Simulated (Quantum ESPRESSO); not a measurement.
What a tighter setting buys: ecutwfc, CsKICl (P4/mmm, 4 atoms in the cell)

```yaml
crystal:
  lattice:
    - [4.97314, 0.00000, 0.00000]
    - [0.00000, 4.97314, 0.00000]
    - [0.00000, 0.00000, 7.48239]
  atoms:
    - { symbol: K, position: [0.00000, 0.00000, 0.00000] }
    - { symbol: Cs, position: [0.50000, 0.50000, 0.50000] }
    - { symbol: I, position: [0.50000, 0.50000, 0.00000] }
    - { symbol: Cl, position: [0.00000, 0.00000, 0.50000] }
```

Method: PBEsol, GBRV 1.5 ultrasoft (PBESOL) pseudopotentials (plane waves; Quantum ESPRESSO).

Base settings: ecutwfc = 40 Ry; ecutrho = 200 Ry; occupations = fixed; K_POINTS = automatic 4 4 3 1 1 1; nbnd = 24; conv_thr = 1e-09 Ry.

Misses are taken against the tightest run, 80 Ry (ecutrho: 200 Ry → 400 Ry), which need not be fully converged itself. The energy is the free energy per atom.

The count of work is k-points × plane waves × bands × iterations; it is no time, and leaves out set-up, grids and terms that scale otherwise. Core times come from one kind of shared machine and are given to one figure; runs under 30 s give none.

The starting cell comes from a database of computed structures (which also holds hypothetical and non-ambient phases and stackings), without a prior relaxation at this level. Its lattice was rescaled by a random factor within 2.5 % of one.

The runs (ecutwfc): 16 Ry (ecutrho: 200 Ry → 80 Ry) | 20 Ry (ecutrho: 200 Ry → 100 Ry) | 24 Ry (ecutrho: 200 Ry → 120 Ry) | 28 Ry (ecutrho: 200 Ry → 140 Ry) | 32 Ry (ecutrho: 200 Ry → 160 Ry) | 36 Ry (ecutrho: 200 Ry → 180 Ry) | 40 Ry | 46 Ry (ecutrho: 200 Ry → 230 Ry) | 52 Ry (ecutrho: 200 Ry → 260 Ry) | 60 Ry (ecutrho: 200 Ry → 300 Ry) | 70 Ry (ecutrho: 200 Ry → 350 Ry) | 80 Ry (ecutrho: 200 Ry → 400 Ry).

**Question.** Which is the coarsest setting among those run that, with all tighter ones, holds the energy within 20 meV/atom of the reference, and what does it save?

**Answer.** 40 Ry, off by 11 meV/atom; it needs 0.35 of the reference's count of work.

**Question.** Which is the coarsest setting among those run that, with all tighter ones, holds the energy within 5 meV/atom of the reference, and what does it save?

**Answer.** 46 Ry (ecutrho: 200 Ry → 230 Ry), off by 4.0 meV/atom; its saving against the reference is no more than about a factor of 2 in time.

**Question.** What does the step from 32 Ry (ecutrho: 200 Ry → 160 Ry) to 60 Ry (ecutrho: 200 Ry → 300 Ry) buy?

**Answer.** It takes the miss in the energy from 53 to 2.4 meV/atom, for 2.9 times the count of work and roughly 2 times the time.

| ecutwfc | energy less reference (meV/atom) | pressure less reference (GPa) | count of work / reference | core time / reference (rough) |
|---|---|---|---|---|
| 16 Ry (ecutrho: 200 Ry → 80 Ry) | 286.76 | -2.09 | 0.090 | – |
| 20 Ry (ecutrho: 200 Ry → 100 Ry) | 177.72 | -0.49 | 0.14 | – |
| 24 Ry (ecutrho: 200 Ry → 120 Ry) | 139.35 | -0.56 | 0.17 | – |
| 28 Ry (ecutrho: 200 Ry → 140 Ry) | 94.22 | -0.73 | 0.21 | – |
| 32 Ry (ecutrho: 200 Ry → 160 Ry) | 53.15 | -0.64 | 0.25 | 0.3 |
| 36 Ry (ecutrho: 200 Ry → 180 Ry) | 25.47 | -0.42 | 0.30 | 0.3 |
| 40 Ry | 11.02 | -0.21 | 0.35 | – |
| 46 Ry (ecutrho: 200 Ry → 230 Ry) | 4.01 | -0.04 | 0.44 | 0.5 |
| 52 Ry (ecutrho: 200 Ry → 260 Ry) | 2.98 | 0.00 | 0.52 | 0.6 |
| 60 Ry (ecutrho: 200 Ry → 300 Ry) | 2.36 | -0.02 | 0.73 | 0.7 |
| 70 Ry (ecutrho: 200 Ry → 350 Ry) | 0.62 | -0.02 | 0.82 | 0.8 |
| 80 Ry (ecutrho: 200 Ry → 400 Ry) | 0.00 | 0.00 | 1.0 | 1 |
